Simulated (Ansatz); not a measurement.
## Au in the fcc (Cu type) structure (space group Fm-3m, No. 225)

```cif
data_Au
_chemical_formula_sum 'Au1'
_space_group_name_H-M_alt 'P 1'
_space_group_IT_number 1
_cell_length_a 2.88743
_cell_length_b 2.88743
_cell_length_c 2.88743
_cell_angle_alpha 60.000
_cell_angle_beta 60.000
_cell_angle_gamma 60.000
loop_
_space_group_symop_operation_xyz
  'x, y, z'
loop_
_atom_site_label
_atom_site_type_symbol
_atom_site_fract_x
_atom_site_fract_y
_atom_site_fract_z
_atom_site_occupancy
Au1 Au 0.00000 0.00000 0.00000 1
```

All numbers come from PBEsol/PAW in Ansatz (a quantum-chemistry and plane-wave program), without spin-orbit coupling. Γ-centred 20×20×20 mesh, Fermi–Dirac width 0.05 eV.

- Volume per atom: 17.02 Å³
- Density: 19.21 g/cm³
- Band gap: zero
- Total energy: -13007.100 eV/atom (σ→0; compares only within this code and set-up)

Stability against distortions was not tested.
